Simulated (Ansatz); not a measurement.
Base system: AlRu in the CsCl type structure (space group Pm-3m, No. 221; relaxed with 0.1 eV smearing).

```xyz
2
Lattice="2.9770 0.0000 0.0000 0.0000 2.9770 0.0000 0.0000 0.0000 2.9770" Properties=species:S:1:pos:R:3 pbc="T T T"
Al     1.4885     1.4885     1.4885
Ru     0.0000     0.0000     0.0000
```

Cartesian axes are those of the cell as printed.

Method: PBEsol (Ansatz, a quantum-chemistry and plane-wave program), no SOC.

Perturbation: an isotropic linear strain of −1.00 %; the atoms relax in the strained cell.

**Question.** Predict the stress tensor and what it implies for the stiffness.

**Answer.** Stress of the strained cell less that of the base (GPa, compression positive):
```
    7.0     0.0     0.0
    0.0     7.0     0.0
    0.0     0.0     7.0
```

Then B = −ΔP/(ΔV/V₀) with ΔV/V₀ = -0.0297 gives secant stiffness values (nonlinear terms included at this strain): B ≈ 237 GPa.

As a check, the harmonic strain energy −½ V₀ Δσ:ε is 8.7 meV/atom; the computed energy rise is 8.4 meV/atom.

Whether these cells are dynamically stable was not tested. All final runs are without spin polarisation.
